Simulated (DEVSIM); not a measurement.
Device: Si n-i-p diode, at 400 K.

Layer 1 from the left is Si, thickness (μm) 0.840, Nd (cm⁻³) 3.4e17, τn (s) 4.6e-7, τp (s) 4.6e-7. Layer 2 from the left is Si, thickness (μm) 1.70, Na (cm⁻³) 1.8e13, τn (s) 4.6e-7, τp (s) 4.6e-7. Layer 3 from the left is Si, thickness (μm) 1.10, Na (cm⁻³) 1.2e19, τn (s) 4.6e-7, τp (s) 4.6e-7.

Left contact: ohmic. Right contact: ohmic. Voltage is applied to the left contact. Recombination: SRH at mid-gap, Auger. Mobility is μmin + (μ − μmin)/(1 + (N/Nref)^α).

This is a model device: material constants are rounded textbook-type values typed into the input, and sizes, dopings and lifetimes were drawn at random. Values at 300 K; Nc and Nv go as T^1.5, mobilities as T to minus their exponent, the gap by Varshni's rule with the affinity fixed.

Si: gap (eV) 1.124, affinity (eV) 4.05, permittivity 11.7, Nc (cm⁻³) 2.86e19, Nv (cm⁻³) 3.1e19, μn (cm²/Vs) 1417, μp (cm²/Vs) 470, μn,min 52, μp,min 45, Nref,n 9.7e16, Nref,p 2.2e17, αn 0.68, αp 0.72, T exponent of μn 2.3, T exponent of μp 2.2, Cn (cm⁶/s) 2.8e-31, Cp (cm⁶/s) 9.9e-32, Varshni α (eV/K) 0.000473, Varshni β (K) 636.

Model (solved in DEVSIM): 1D drift-diffusion, Boltzmann statistics, complete ionisation; no tunnelling, impact ionisation, image-force lowering or self-heating.

Question: What does the simulation give for the dark forward voltage at 1 A/cm², the dark forward voltage at 100 A/cm², the potential step across the device at zero bias?

Answer: dark forward voltage at 1 A/cm² 0.477 V; dark forward voltage at 100 A/cm² 0.647 V; potential step across the device at zero bias 0.881 V.
